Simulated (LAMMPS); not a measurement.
LAMMPS 22 Jul 2025, classical MD, SNAP (Si_Zuo_JPCA2020.snapcoeff): a series of growing systems, each on 32 ranks.

- task = MD, nve
- potential = SNAP, Si_Zuo_JPCA2020.snapcoeff Si_Zuo_JPCA2020.snapparam
- shape (slab and sphere leave vacuum in the box) = bulk
- temperature = 300 K
- steps = 100
- timestep = 1 fs
- neighbor skin = 2 Å
- neigh_modify = every 1 delay 0 check yes
- thermo = 100
- newton = on (default)
- atom_modify sort (bins of 2 Å where set) = 1000 (default)
- comm_style = brick (default)

Machine: one whole node, AMD EPYC (Zen 5), 96 cores on 1 socket, no SMT, 12 L3 cache groups; 94 cores' worth of CPU time may be used.

Wall times, medians of two to five repeats, each run alone on the node (launch to exit). Processes are pinned to neighbouring cores unless said otherwise. The build: conda-forge: Open MPI, OPENMP and OPT packages, FFTW; another build can shift the numbers. Scratch files lie in a memory file system. A preparatory run goes ahead and isn't timed.

Measured:

```json
[
 {"system": "Si, 216 atoms", "replicate": "3×3×3", "neighbour list builds": "0", "wall time": "0.699 s", "peak memory": "0.31 GiB"},
 {"system": "Si, 512 atoms", "replicate": "4×4×4", "neighbour list builds": "0", "wall time": "0.835 s", "peak memory": "0.31 GiB"},
 {"system": "Si, 1728 atoms", "replicate": "6×6×6", "neighbour list builds": "0", "wall time": "1.33 s", "peak memory": "0.31 GiB"},
 {"system": "Si, 4096 atoms", "replicate": "8×8×8", "neighbour list builds": "0", "wall time": "2.23 s", "peak memory": "0.32 GiB"}
]
```

Still to run:

```json
[
 {"system": "Si, 13824 atoms", "replicate": "12×12×12"},
 {"system": "Si, 32768 atoms", "replicate": "16×16×16"}
]
```

Q: Estimate time and memory of the remaining systems.

A: The two largest measured give a power of ln(2.23/1.33) / ln(4096/1728) = 0.60 in the count of atoms; the table sets what it predicts beside the runs.

```tsv
system	time by that power	neighbour list builds	wall time	peak memory
Si, 13824 atoms	4.6 s	0	6.06 s	0.33 GiB
Si, 32768 atoms	7.8 s	0	13.3 s	0.35 GiB
```

From the smallest system to the largest the time grows as the power 0.6 of the count of atoms; from step to step the powers are 0.2, 0.4, 0.6, 0.8, 0.9. In the smallest, launch, exit and the like take 0.59 s of the 0.70 s. The largest part is set-up, start and exit outside the loop (84 %) in the smallest system and pair forces (Pair) (92 %) in the largest.
